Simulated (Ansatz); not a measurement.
Here is the system:

```yaml
crystal:
  lattice:
    - [0.00000, 2.75938, 2.75938]
    - [2.75938, 0.00000, 2.75938]
    - [2.75938, 2.75938, 0.00000]
  atoms:
    - { symbol: Ga, position: [0.00000, 0.00000, 0.00000] }
    - { symbol: As, position: [0.25000, 0.25000, 0.25000] }
```

No spin polarisation.

All numbers come from Ansatz (a first-principles code) LDA, no spin-orbit coupling. Γ-centred 10×10×10 mesh, Fermi–Dirac width 0.05 eV.

Q: What hole mass (degenerate bands, along [100]) does the calculation give?

A: 0.046, 0.31, 0.31 mₑ (at Γ).

Q: Estimate the band gap.

A: 0.84 eV.

The cells carry an imposed strain or load. Effective masses come from finite differences of ±0.01 Å⁻¹. Stability against distortions was not tested. The cell was made from GaAs in the zinc blende structure (space group F-43m, No. 216) by this change: isotropic strain −1.50 %.
